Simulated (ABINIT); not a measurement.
Band structure of PbS (Cmc2_1, 4 atoms in the cell).

```xyz
4
Lattice="2.0524 -3.5580 0.0000 2.0524 3.5580 0.0000 0.0000 0.0000 7.5433" Properties=species:S:1:pos:R:3 pbc="T T T"
Pb     2.0524     3.5507     3.6716
Pb     2.0524    -3.5507     7.4432
S      2.0524    -1.1894     5.2235
S      2.0524     1.1894     1.4519
```

Method: PBEsol, norm-conserving pseudopotentials (PseudoDojo nc-sr-04 PBEsol standard) (plane waves; ABINIT).

Settings: pseudos = [Pb.upf, S.upf]; ecut = 844 eV; ixc = -116133; occopt = 1; ngkpt = 5 5 3; nshiftk = 1; shiftk = 0 0 0; potentials = PseudoDojo nc-sr-04 PBEsol standard; kptopt = 1; nstep = 100; tolvrs1 = 1e-10; diemac = 4; ndtset = 2.

The starting cell comes from a database of computed structures (which also holds hypothetical and non-ambient phases and stackings), without a prior relaxation at this level. Its lattice was rescaled by a random factor within 2.5 % of one. Spin-orbit coupling is off.

### Question
Predict the gap along the standard path and the places of the band edges.

### Answer
The gap along the path is 0.38 eV, from X to Y; the smallest direct gap on it is 1.02 eV.

Levels in eV from the top of the valence band on the SCF mesh, bands 17 to 23:
| point | 17 | 18 | 19 | 20 | 21 | 22 | 23 |
|---|---|---|---|---|---|---|---|
| Γ | -1.65 | -1.31 | -1.30 | 0.00 | 1.15 | 3.62 | 3.62 |
| X | -3.51 | -2.98 | -2.97 | 0.19 | 2.95 | 2.96 | 3.37 |
| S | -2.76 | -1.64 | -1.32 | -0.71 | 0.57 | 2.59 | 2.93 |
| R | -2.29 | -2.29 | -2.22 | -2.22 | 2.51 | 2.51 | 3.43 |
| A | -1.99 | -1.99 | -1.72 | -1.72 | 1.11 | 1.11 | 4.02 |
| Z | -1.48 | -1.48 | -1.20 | -1.20 | 2.74 | 2.74 | 3.69 |
| Y | -2.75 | -1.64 | -1.32 | -0.69 | 0.57 | 2.60 | 2.93 |
| X1 | -3.51 | -2.98 | -2.97 | 0.19 | 2.95 | 2.96 | 3.37 |
| A1 | -1.99 | -1.99 | -1.72 | -1.72 | 1.11 | 1.11 | 4.02 |
| T | -2.28 | -2.28 | -2.22 | -2.22 | 2.51 | 2.51 | 3.44 |
